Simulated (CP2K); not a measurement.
A self-consistent single point of LuSe2 (P4/nmm, 6 atoms in the cell) with CP2K.

Level of theory: CP2K with PBEsol, GPW, TZVP-MOLOPT-SR-GTH basis, GTH-PBE potentials (GTH_POTENTIALS).

```xyz
6
Lattice="4.0056 0.0000 0.0000 0.0000 4.0056 0.0000 0.0000 0.0000 8.1239" Properties=species:S:1:pos:R:3 pbc="T T T"
Lu     0.0000     2.0028     5.9071
Lu     2.0028     0.0000     2.2168
Se     0.0000     2.0028     3.0136
Se     2.0028     0.0000     5.1103
Se     0.0000     0.0000     0.0000
Se     2.0028     2.0028     0.0000
```

Reference input (self-consistent single point, DFT PBEsol, GPW, TZVP-MOLOPT-SR-GTH basis, GTH-PBE potentials (GTH_POTENTIALS)): CUTOFF = 500 Ry; REL_CUTOFF = 60 Ry; SMEAR/METHOD = GAUSSIAN; SIGMA = 0.1 eV; KPOINTS/SCHEME = MONKHORST-PACK 6 6 3; GAMMA_CENTERED = T; XC_FUNCTIONAL = PBE:PBESOL; Lu/BASIS_SET = TZVP-MOLOPT-SR-GTH-q25; Lu/POTENTIAL = GTH-PBE-q25; Se/BASIS_SET = TZVP-MOLOPT-SR-GTH-q6; Se/POTENTIAL = GTH-PBE-q6; METHOD = GPW. This run's input differs from it in these lines:

```diff
@@ -49,2 +49,6 @@
       &END XC_FUNCTIONAL
+      &XC_GRID
+        XC_SMOOTH_RHO NN10
+        XC_DERIV NN10_SMOOTH
+      &END XC_GRID
     &END XC
```

Log, with long lists cut:

```
 SCF WAVEFUNCTION OPTIMIZATION

  Step     Update method      Time    Convergence         Total energy    Change
     1 NoMix/Diag. 0.20E+00      -     2.48564336      -563.0016098025 -5.63E+02
     2 Broy./Diag. 0.20E+00      -     0.01902486      -563.4800178647 -4.78E-01
     3 Broy./Diag. 0.20E+00      -     0.08268116      -562.8225653081  6.57E-01
     4 Broy./Diag. 0.20E+00      -     0.03261973      -562.2362578023  5.86E-01
     5 Broy./Diag. 0.20E+00      -     0.02358675      -562.4154545361 -1.79E-01
     6 Broy./Diag. 0.20E+00      -     0.00362309      -562.4859955571 -7.05E-02
   [... 7 lines left out ...]
    14 Broy./Diag. 0.20E+00      -     0.00005973      -562.3906483509 -1.35E-04
    15 Broy./Diag. 0.20E+00      -     0.00000298      -562.3906154965  3.29E-05
    16 Broy./Diag. 0.20E+00      -     0.00001028      -562.3905799321  3.56E-05
    17 Broy./Diag. 0.20E+00      -     0.00000055      -562.3905984328 -1.85E-05
  *** SCF run converged in    17 steps ***

  Overlap energy of the core charge distribution:               0.00000000000560
  Self energy of the core charge distribution:               -790.40814202663978
  Core Hamiltonian energy:                                    217.36607947584957
  Hartree energy:                                              64.42472454104764
  Exchange-correlation energy:                                -53.77304189012730
  Smearing free energy correction:                             -0.00021853235381
  Fermi energy:                                                 0.29498600229277

  Total energy:                                              -562.39059843282632
  Total energy (extrapolated to sigma->0):                   -562.39048916664944

                     Mulliken Population Analysis

   [... lines left out ...]

 STRESS| Analytical stress tensor [bar]
 STRESS|                        x                   y                   z
 STRESS|      x       -1.05678141428E+05   2.24512472898E-01   5.84803101910E-06
 STRESS|      y        2.24512472898E-01  -1.05678158718E+05   5.63912319713E-06
 STRESS|      z        5.84803101910E-06   5.63912319713E-06  -9.39338408472E+04
 STRESS| 1/3 Trace                                            -1.01763380331E+05
```

The run converged in 17 iterations. Against the reference run the free energy goes up by 2.02 eV/atom, the pressure goes from -1.04 to -10.18 GPa and the largest force goes from 0.279 to 0.209 eV/Å.

The starting cell comes from a database of computed structures (which also holds hypothetical and non-ambient phases and stackings), without a prior relaxation at this level. Values carry the incompleteness of an atom-centred basis. The potentials were made for another functional than the one used. The run gives no clean gap (levels at the Fermi energy touch, overlap or are partly filled at this smearing), which alone does not show that the compound is a metal.

Cost on one core of a shared machine: roughly 4 min.
